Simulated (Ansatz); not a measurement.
SiO₂ (P4₁2₁2, No. 92), treated with BLYP (Ansatz, a program for electronic structure, plane waves, PAW).

Settings: plane-wave cutoff 520 eV, 8×8×6 k mesh (along the axes of the cell as run), Fermi–Dirac smearing 0.01 eV, scalar-relativistic PAW data made under PBE.

On both sides of the equilibrium volume: at 15.736 Å³/atom the pressure is 0.35 GPa and the direct gap at Γ 5.477 eV; at 16.378 Å³/atom they are -0.32 GPa and 5.416 eV. The fitted bulk modulus is 16.8 GPa.

Work out the volume deformation potential of this gap and its pressure coefficient, in two ways.

a_V = dE_g/d ln V = (5.416 − 5.477)/ln(16.378/15.736) = -1.53 eV. Since dP = −B d ln V, dE_g/dP = −a_V/B = 91 meV/GPa. Straight from the pressures: (5.477 − 5.416)/(0.35 − (-0.32)) = 91 meV/GPa. At this level and over this range the gap at Γ widens under pressure.

Note: the cell is over a tenth larger than the published one: the level's own overestimate first of all, though another phase or state, or a fault of the published cell, is possible; the bulk modulus comes from volumes at which shape and atoms were relaxed.
